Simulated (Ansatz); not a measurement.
Base system: ZnGeP2 in the chalcopyrite structure (space group I-42d, No. 122; a = 5.424 Å, c = 10.710 Å). Axes: x, y, z lie along a, b, c of the conventional cell.

All numbers come from Ansatz (a quantum-chemistry and plane-wave program) PBEsol, spin-orbit coupling left out.

Strains are applied to the cell and any free atomic positions relax.

One change was made to it. Results:

```csv
quantity,base,after
"valence-band top at Γ (three highest levels, from the VBM)","0.00, -0.07, -0.07 eV","0.00, -0.09, -0.10 eV"
energy relative to the base (free energy F),0 meV/atom,+0.3 meV/atom
```

Task: Which of these changes matches the shifts?
A. tensor shear ε_xz = +1.20 %
B. tensor shear ε_xz = +0.40 %
C. tensor shear ε_xz = +1.60 %

Result: B, tensor shear ε_xz = +0.40 %. For comparison, the valence-band top at Γ in the other runs: tensor shear ε_xz = +1.20 % gives 0.00, -0.15, -0.21 eV; tensor shear ε_xz = +1.60 % gives 0.00, -0.19, -0.27 eV.

The levels and masses belong to the bands next to the band gap. Whether these cells are dynamically stable was not tested.
